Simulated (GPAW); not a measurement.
## A self-consistent single point of SrAlGe (P-6m2, 3 atoms in the cell) with GPAW

Method: PBEsol, GPAW PAW datasets PBEsol (made by gpaw-setup) (plane waves; GPAW 25.7.0).

The input file:

```python
from ase import Atoms
from ase.units import GPa
from gpaw import GPAW, PW, FermiDirac

atoms = Atoms(['Sr', 'Al', 'Ge'],
              cell=[[4.296520, 0.000000, 0.000000],
                    [-2.148260, 3.720895, 0.000000],
                    [0.000000, 0.000000, 4.779020]],
              positions=[[0.000000, 0.000000, 0.000000],
                         [2.148262, 1.240297, 2.389510],
                         [-0.000002, 2.480598, 2.389510]],
              pbc=True)

calc = GPAW(mode=PW(600),
            xc='PBEsol',
            kpts={'size': (6, 6, 5), 'gamma': True},
            occupations=FermiDirac(0.05),
            nbands=-9,
            convergence={'density': 1e-05, 'energy': 1e-05},
            symmetry={'symmorphic': False, 'tolerance': 0.0005},
            maxiter=100)

atoms.calc = calc

energy = atoms.get_potential_energy()
print('Energy (eV):', round(energy, 6))
forces = atoms.get_forces()
print('Forces (eV/Ang):')
print(forces.round(5))
stress = atoms.get_stress()
print('Stress (GPa, Voigt):', (stress / GPa).round(4))
```

Output, abridged:

```
Input parameters:
  convergence: {density: 1e-05,
                energy: 1e-05}
  kpts: {gamma: True,
         size: (6, 6, 5)}
  maxiter: 100
  mode: {ecut: 600.0,
         name: pw}
  nbands: -9
  occupations: {fixmagmom: False,
                name: fermi-dirac,
                width: 0.05}
  symmetry: {symmorphic: False,
             tolerance: 0.0005}
  xc: PBEsol

species:
  Sr:
    name: Strontium
    Z: 38.0
    valence: 10
    core: 28
    charge: 0.0
    file: Sr.PBEsol.gz

    # Using partial waves for Sr as LCAO basis

  Al:
    name: Aluminium
    Z: 13.0
    valence: 3
    core: 10
    charge: 0.0
    file: Al.PBEsol.gz

    # Using partial waves for Al as LCAO basis

  Ge:
    name: Germanium
    Z: 32.0
    valence: 4
    core: 28
    charge: 0.0
    file: Ge.PBEsol.gz

    # Using partial waves for Ge as LCAO basis

Reference energy: -150090.473310  # eV

Spin-paired calculation

Convergence criteria:
 Maximum [total energy] change in last 3 cyles: 1e-05 eV / valence electron
 Maximum integral of absolute [dens]ity change: 1e-05 electrons / valence electron
 Maximum integral of absolute [eigenst]ate change: 4e-08 eV^2 / valence electron
 Maximum number of scf [iter]ations: 100

Symmetries present (total): 12
Symmetries with fractional translations: 0
180 k-points: 6 x 6 x 5 Monkhorst-Pack grid + [1/12,1/12,0.000000]
21 k-points in the irreducible part of the Brillouin zone
       k-points in crystal coordinates                weights
   0:     0.00000000    0.00000000    0.00000000          1/180
   1:     0.00000000    0.00000000    0.20000000          2/180
   2:     0.00000000    0.00000000    0.40000000          2/180
   [... 7 lines left out ...]
          ...
  20:     0.50000000    0.50000000    0.40000000          6/180

Wave functions: Plane wave expansion
  Cutoff energy: 600.000 eV
  Number of coefficients (min, max): 2536, 2581
  Pulay-stress correction: 0.000000 eV/Ang^3 (de/decut=0.000000)

Occupation numbers: Fermi-Dirac:
  width: 0.0500  # eV

Eigensolver

Densities:
  Coarse grid: 25*25*27 grid
  Fine grid: 50*50*54 grid
  Total Charge: 0.000000

Density mixing:
  Method: separate
  Backend: pulay
  Linear mixing parameter: 0.05
  old densities: 5
  Damping of long wavelength oscillations: 50

Hamiltonian:
  XC and Coulomb potentials evaluated on a 50*50*54 grid
  External potential:
    NoExternalPotential

XC parameters: PBEsol with 2 nearest neighbor stencil

Number of atoms: 3
Number of atomic orbitals: 13
Number of bands in calculation: 17
Number of valence electrons: 17
Bands to converge: occupied

Density initialized from atomic densities
  13 bands from LCAO basis set
  4 bands from random numbers

Atomic positions and initial magnetic moments

Positions:
   0 Sr     0.000000    0.000000    0.000000    ( 0.0000,  0.0000,  0.0000)
   1 Al     2.148262    1.240297    2.389510    ( 0.0000,  0.0000,  0.0000)
   2 Ge    -0.000002    2.480598    2.389510    ( 0.0000,  0.0000,  0.0000)

Unit cell:
           periodic     x           y           z      points  spacing
  1. axis:    yes    4.296520    0.000000    0.000000    25     0.1488
  2. axis:    yes   -2.148260    3.720895    0.000000    25     0.1488
  3. axis:    yes    0.000000    0.000000    4.779020    27     0.1770

  Lengths:   4.296520   4.296520   4.779020
  Angles:   90.000000  90.000000 120.000003

Effective grid spacing dv^(1/3) = 0.1654

     iter     time        total  log10-change:
                         energy   eigst   dens
iter:   1 --:--:--   -12.361326
iter:   2 --:--:--   -12.387268   -1.65  -1.14
iter:   3 --:--:--   -12.313293   -2.32  -1.17
iter:   4 --:--:--   -12.353577   -2.58  -1.44
iter:   5 --:--:--   -12.312986   -2.94  -1.72
iter:   6 --:--:--   -12.313484   -4.84  -2.45
iter:   7 --:--:--   -12.312770   -4.59  -2.60
iter:   8 --:--:--   -12.312657   -4.73  -2.88
iter:   9 --:--:--   -12.312608c  -5.66  -3.13
iter:  10 --:--:--   -12.312607c  -6.39  -3.53
iter:  11 --:--:--   -12.312607c  -7.68c -3.75
iter:  12 --:--:--   -12.312607c  -6.97  -3.79
iter:  13 --:--:--   -12.312607c  -8.69c -4.01
iter:  14 --:--:--   -12.312608c  -8.36c -4.06
iter:  15 --:--:--   -12.312608c  -7.80c -4.16
iter:  16 --:--:--   -12.312607c  -8.12c -4.25
iter:  17 --:--:--   -12.312607c  -9.29c -4.36
iter:  18 --:--:--   -12.312607c  -9.79c -4.43
iter:  19 --:--:--   -12.312607c  -8.88c -4.48
iter:  20 --:--:--   -12.312607c -10.10c -5.52c

Converged after 20 iterations.

Dipole moment: (0.242979, -0.140284, 0.000000) |e|*Ang

Energy contributions relative to reference atoms: (reference = -150090.473310)

Kinetic:        +17.436441
Potential:      -12.174279
External:        +0.000000
XC:             -17.298264
Entropy (-ST):   -0.018146
Local:           -0.267432
SIC:             +0.000000
--------------------------
Free energy:    -12.321680
Extrapolated:   -12.312607

Showing only first 2 kpts
 Kpt  Band  Eigenvalues  Occupancy
  0     6      4.56977    2.00000
  0     7      4.56981    2.00000
  0     8      5.19934    1.99999
  0     9      6.39421    0.00002

  1     6      4.67813    2.00000
  1     7      4.67817    2.00000
  1     8      6.07168    0.01084
  1     9      7.11619    0.00000

Fermi level: 5.81106

No gap
No difference between direct/indirect transitions
Energy (eV): -12.312607

Forces in eV/Ang:
  0 Sr   -0.00000    0.00000    0.00000
  1 Al    0.00000    0.00000    0.00000
  2 Ge    0.00000   -0.00000    0.00000

Stress tensor:
     0.002124     0.000000     0.000000
     0.000000     0.002124     0.000000
     0.000000     0.000000     0.011034
Stress (GPa, Voigt): [0.3403 0.3403 1.7678 0.     0.     0.    ]
```

The run converged in 20 iterations. GPAW prints stress with tension positive.

The starting cell comes from a database of computed structures (which also holds hypothetical and non-ambient phases and stackings), without a prior relaxation at this level.
